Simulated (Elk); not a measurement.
Elk run on LiNbSe₂ (P6_3/mmc, 8 atoms in the cell): self-consistent single point.

Computed with LDA (PW92), all-electron FP-LAPW, Elk's shipped species files, APW+lo basis with extra local orbitals in Elk.

```yaml
crystal:
  lattice:
    - [3.53331, 0.00000, 0.00000]
    - [-1.76666, 3.05994, 0.00000]
    - [0.00000, 0.00000, 13.54232]
  atoms:
    - { symbol: Li, position: [0.00000, 0.00000, 0.00000] }
    - { symbol: Li, position: [0.00000, 0.00000, 0.50000] }
    - { symbol: Nb, position: [0.00000, 0.00000, 0.25000] }
    - { symbol: Nb, position: [0.00000, 0.00000, 0.75000] }
    - { symbol: Se, position: [0.33333, 0.66667, 0.12695] }
    - { symbol: Se, position: [0.66667, 0.33333, 0.87305] }
    - { symbol: Se, position: [0.66667, 0.33333, 0.62695] }
    - { symbol: Se, position: [0.33333, 0.66667, 0.37305] }
```

Reference input (self-consistent single point, DFT, PBEsol, all-electron FP-LAPW, Elk's shipped species files, APW+lo basis with extra local orbitals): xctype = 22; rgkmax = 7.5; stype = 0; swidth = 0.0001 Ha; ngridk = 6 6 2; tforce = true; gmaxvr = 18 1/bohr; lmaxapw = 10; lmaxo = 8; nxlo = 2; lorbcnd = true; lradstp = 2. This run's input differs from it in these lines:

```diff
@@ -2,5 +2,2 @@
   0
-
-xctype
-  22
```

Log, with long lists cut:

```
│ Self-consistent loop started │
│ Loop number : 1 │
 total energy                :     -17358.2427713
│ Loop number : 2 │
 total energy                :     -17358.9608157
RMS change in Kohn-Sham potential (target) :   0.1495254004     (  0.1000000000E-05)
Absolute change in total energy (target)   :   0.7180444233     (  0.1000000000E-03)
│ Loop number : 3 │
 total energy                :     -17360.3499406
RMS change in Kohn-Sham potential (target) :   0.1190630431     (  0.1000000000E-05)
Absolute change in total energy (target)   :    1.568635985     (  0.1000000000E-03)
│ Loop number : 4 │
   [... lines left out ...]
Absolute change in total energy (target)   :   0.2169345134E-03 (  0.1000000000E-03)
│ Loop number : 16 │
 total energy                :     -17356.4062600
RMS change in Kohn-Sham potential (target) :   0.7669540648E-07 (  0.1000000000E-05)
Absolute change in total energy (target)   :   0.1601838449E-03 (  0.1000000000E-03)
│ Loop number : 17 │
 total energy                :     -17356.4062626
RMS change in Kohn-Sham potential (target) :   0.2635200424E-07 (  0.1000000000E-05)
Absolute change in total energy (target)   :   0.4260993956E-04 (  0.1000000000E-03)
Convergence targets achieved

│ Loop number : 18 │

Energies :
 Fermi                       :     0.294697781464
 total energy                :     -17356.4062673

Density of states at Fermi energy :   0.8403530729E-05
 (states/Hartree/unit cell)

Estimated indirect band gap :   0.2155667894E-01
 from k-point      1 to k-point      5
Estimated direct band gap   :   0.4866520472E-01
 at k-point     14

Charges :
 core                        :    128.0000000
 valence                     :    96.00000000
 interstitial                :    14.09232549
 muffin-tins (core leakage)
  species :    1 (Li)
   atom    1                 :    2.084974881     (   0.000000000    )
   atom    2                 :    2.084974881     (   0.000000000    )
  species :    2 (Nb)
   atom    1                 :    38.65987796     (  0.3686092036E-05)
   [... lines left out ...]
   total force               :     0.00000000    0.00000000    0.00979327
   total magnitude           :     0.00979327
  atom :    4
   Hellmann-Feynman          :    -0.00000000    0.00000000    0.19771413
   IBS                       :     0.00000000   -0.00000000   -0.20750739
   total force               :     0.00000000   -0.00000000   -0.00979327
   total magnitude           :     0.00979327
```

The run converged in 18 iterations. The count includes the last loop, which Elk runs after its targets are met. Against the reference run the gap on the mesh hardly changes (0.596 to 0.587 eV).

The starting cell comes from a database of computed structures (which also holds hypothetical and non-ambient phases and stackings), without a prior relaxation at this level. Values depend on the basis (sphere radii, cutoffs, local orbitals), which need not be converged.

Cost on one core of a shared machine: roughly 10 min.
